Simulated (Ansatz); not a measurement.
TaSe2 (P-3m1, No. 164, 3 atoms in the cell; start mp-11324; undistorted form, which takes a superstructure on cooling)

All values below come from LDA in Ansatz (PAW).

Settings: plane-wave cutoff 520 eV, 18×18×8 k mesh (along the axes of the cell as run), Fermi–Dirac smearing 0.05 eV, scalar-relativistic PAW data made under PBE.

Cell (relaxed at this level):

```cif
data_Se2Ta
_chemical_formula_sum 'Ta1 Se2'
_space_group_name_H-M_alt 'P 1'
_space_group_IT_number 1
_cell_length_a 3.40474
_cell_length_b 3.40474
_cell_length_c 6.09949
_cell_angle_alpha 90.000
_cell_angle_beta 90.000
_cell_angle_gamma 120.000
loop_
_space_group_symop_operation_xyz
  'x, y, z'
loop_
_atom_site_label
_atom_site_type_symbol
_atom_site_fract_x
_atom_site_fract_y
_atom_site_fract_z
_atom_site_occupancy
Ta1 Ta 0.00000 0.00000 0.00000 1
Se1 Se 0.66667 0.33333 0.72927 1
Se2 Se 0.33333 0.66667 0.27073 1
```

```yaml
band_gap: none
bulk modulus B0: 44.3 GPa
```

Note: the relaxation could not lower the start's symmetry, so the cell can be a saddle point above a distorted one; the bulk modulus is −V dP/dV from two relaxed cells at ±2 % in volume.

Spin–orbit coupling is not included; it can open a gap where bands touch, and shift volumes and moduli.

A start named mp-… is a Materials Project structure, which need not be a measured phase.

Ansatz is a first-principles code.
